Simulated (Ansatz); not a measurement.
SrZrO3 (I4/mcm, No. 140, 10 atoms in the cell; start mp-5076; a measured phase of this formula has another space group), treated with PBEsol+SOC (plane waves, PAW; Ansatz, a program for electronic structure).

Numerical settings: plane-wave cutoff 520 eV, 8×8×8 k mesh, Fermi–Dirac smearing 0.01 eV, PAW data made under PBE.

Cell (relaxed with PBEsol):

```cif
data_O6Sr2Zr2
_chemical_formula_sum 'Sr2 Zr2 O6'
_space_group_name_H-M_alt 'P 1'
_space_group_IT_number 1
_cell_length_a 5.81142
_cell_length_b 5.81142
_cell_length_c 5.81142
_cell_angle_alpha 120.854
_cell_angle_beta 120.854
_cell_angle_gamma 88.527
loop_
_space_group_symop_operation_xyz
  'x, y, z'
loop_
_atom_site_label
_atom_site_type_symbol
_atom_site_fract_x
_atom_site_fract_y
_atom_site_fract_z
_atom_site_occupancy
Sr1 Sr 0.75000 0.25000 0.50000 1
Sr2 Sr 0.25000 0.75000 0.50000 1
Zr1 Zr 0.00000 0.00000 0.00000 1
Zr2 Zr 0.50000 0.50000 0.00000 1
O1 O 0.18933 0.68933 0.87866 1
O2 O 0.81067 0.31067 0.12134 1
O3 O 0.68933 0.81067 0.50000 1
O4 O 0.31067 0.18933 0.50000 1
O5 O 0.25000 0.25000 0.00000 1
O6 O 0.75000 0.75000 0.00000 1
```

Task: Predict the band gap.

Result: 
- band gap = 3.69 eV (on the SCF k mesh)

A start named mp-… is a Materials Project structure, which need not be a measured phase.
